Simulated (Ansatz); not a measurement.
**TiGe2 (model structure, started from the AlB2 type, P6/mmm, No. 191, 3 atoms in the cell): properties by level of theory**

```tsv
level (code)	equilibrium lattice constant a (Å)	lattice parameter c (Å)	enthalpy of formation (eV/atom)
PBE (Ansatz)	4.639	2.696	-0.085
PBEsol (Ansatz)	___	2.650	-0.168
PBE-D3(BJ) (Ansatz)	4.565	2.649	-0.166
```

Task: Fill in the missing entries.

Result: 
- PBEsol (Ansatz, a quantum-chemistry and plane-wave program), equilibrium lattice constant a (Å): 4.570

Ansatz's density-functional and Hartree–Fock values are scalar-relativistic unless marked +SOC, with PAW data made under PBE.

The computed numbers hold no vibrational or temperature effects.

A model structure was made by putting elements into a prototype or built by hand; it is no filed structure, need not be a known phase, and can be a saddle point held by its symmetry.
